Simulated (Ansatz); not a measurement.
The slab is Si(111) 1x1 surface, 6 top atoms, 3 bilayers, bottom bilayer H-capped and fixed, every top atom capped by H; cell 11.5 x 6.6 Å; one H replaced by OH; about 7 Å thick over the host's atoms, 18 atoms held. These are PBE-D3(BJ) (plane waves to 420 eV, PAW; Ansatz, a program for electronic structure) values and carry that method's errors. Sampling: 1x2x1 k points. The slab states were run without spin polarisation. A thicker slab, a larger cell or a denser mesh can move such energies by a tenth of an eV or more. Energies are static: no zero-point or thermal part. Each state was relaxed from one prepared geometry.

End state of this step: HCl replaces a surface OH group, which leaves as water. Atoms near the product:

```
atom    x (Å)  y (Å)   z (Å)
------  -----  -----  ------
H(15)   1.903  3.335  11.017
Si(16)  3.831  6.677   9.524
H(30)   3.842  6.698  11.022
O(47)   3.088  4.973  12.914
H(48)   2.751  4.362  13.586
Cl(a0)  5.796  3.335  11.563
H(a1)   3.874  4.519  12.559
```

What energy does it take to move H2O into the gas, one a cell, with the surface relaxed behind it, and what are its closest contacts before it leaves?

0.19 eV. Its closest contacts to the rest of the cell: H(a1)...Cl(a0) 2.47 Å, H(a1)...H(30) 2.67 Å, O(47)...H(30) 2.67 Å.
